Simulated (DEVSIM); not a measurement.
Structure: abrupt Si n-p junction, at 250 K.

Layer 1 from the left is Si, thickness (μm) 84.0, Nd (cm⁻³) 1.2e18, τn (s) 9.7e-5, τp (s) 9.7e-5. Layer 2 from the left is Si, thickness (μm) 10.0, Na (cm⁻³) 5.1e14, τn (s) 9.7e-5, τp (s) 9.7e-5.

Left contact: ohmic. Right contact: ohmic. Voltage is applied to the left contact. Recombination: SRH at mid-gap. Mobility is μmin + (μ − μmin)/(1 + (N/Nref)^α).

This is a model device: material constants are rounded textbook-type values typed into the input, and sizes, dopings and lifetimes were drawn at random. Values at 300 K; Nc and Nv go as T^1.5, mobilities as T to minus their exponent, the gap by Varshni's rule with the affinity fixed.

Si: gap (eV) 1.124, affinity (eV) 4.05, permittivity 11.7, Nc (cm⁻³) 2.86e19, Nv (cm⁻³) 3.1e19, μn (cm²/Vs) 1417, μp (cm²/Vs) 470, μn,min 52, μp,min 45, Nref,n 9.7e16, Nref,p 2.2e17, αn 0.68, αp 0.72, T exponent of μn 2.3, T exponent of μp 2.2, Varshni α (eV/K) 0.000473, Varshni β (K) 636.

Model (solved in DEVSIM): 1D drift-diffusion, Boltzmann statistics, complete ionisation; no tunnelling, impact ionisation, image-force lowering or self-heating.

Dark forward current:

```tsv
|V| (V)	|J| (A/cm²)
0.05	2.571e-12
0.10	1.734e-11
0.15	1.329e-10
0.20	1.190e-9
0.25	1.151e-8
0.30	1.146e-7
0.35	1.152e-6
0.40	1.162e-5
0.45	0.0001173
0.50	0.001183
0.55	0.01190
0.60	0.1178
0.65	1.053
0.70	6.778
0.75	29.17
0.80	91.77
0.85	220.3
0.90	420.2
0.95	676.7
1.00	972.7
1.05	1296
1.10	1639
1.15	1998
1.20	2370
```

Question: Work out the local ideality factor n = ΔV / (kT/q · ln(J2/J1)) between the rows 0.10 and 0.15 V, 0.40 and 0.45 V, 1.15 and 1.20 V.

Answer: kT/q = 21.54 mV. From 0.10 to 0.15 V: ln(1.329e-10/1.734e-11) = 2.037, n = 1.14. From 0.40 to 0.45 V: ln(0.0001173/1.162e-5) = 2.312, n = 1.00, near the 1 of diffusion or emission over a barrier. From 1.15 to 1.20 V: ln(2370/1998) = 0.171, n = 13.60.

Question: Estimate the current at 0.40 V from the Shockley equation with J0 = Σ q ni² D/(N L) coth(W/L), τ joining the SRH, radiative and Auger lifetimes that are on, and W taken as the whole layer.

Answer: ni² = 6.36e15 cm⁻⁶; holes in the n layer: μ = 212 cm²/Vs, D = 4.56 cm²/s, τ = 9.70e-5 s, L = 210 μm, W/L = 0.40, term 4.85e-19 A/cm²; electrons in the p layer: μ = 2100 cm²/Vs, D = 45.2 cm²/s, τ = 9.70e-5 s, L = 662 μm, W/L = 0.015, term 9.03e-14 A/cm². J0 = 9.03e-14 A/cm², and J = J0 exp(qV/kT) = 1.05e-5 A/cm². The simulation gives 1.16e-5 A/cm²; the estimate lies 9.7 % below. The estimate leaves out recombination in the depletion region and that region's share of W.
